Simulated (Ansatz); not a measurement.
Pressure series in GaN

Take GaN in the zinc blende structure (space group F-43m, No. 216; a = 4.498 Å) as the base.

Cell and atoms are relaxed at each pressure.

The values are results of r2SCAN (Ansatz, an electronic-structure program; PAW; 500 eV plane waves; spin-orbit coupling left out), earlier PAW set, not measurements.

| P (GPa) | V (Å³/atom) |
|---|---|
| -1.99 | 11.496 |
| -0.99 | 11.435 |
| 0.29 | 11.360 |
| 0.70 | 11.336 |
| 1.50 | 11.291 |
| 3.00 | 11.209 |
| 5.01 | 11.104 |
| 7.51 | 10.980 |
| 10.01 | 10.862 |

A third-order Birch–Murnaghan fit to these points gives V₀ = 11.38 Å³/atom, B₀ = 196 GPa and B₀′ = 4.3. At pressure 10 GPa the volume is 95.5 % of V₀.

Between the base and pressure 10 GPa the gap moves from 2.17 eV to 2.48 eV, a mean slope of 31 meV/GPa.

Load acts through the strain it causes; cell and atoms are relaxed under it. No phonon test of stability was made. Tetrahedral semiconductors of this kind turn to denser phases somewhere between about 1 and 50 GPa; those were not computed, so compressed cells here can lie past the real transition. This is not the structure that GaN has at room temperature and ambient pressure.
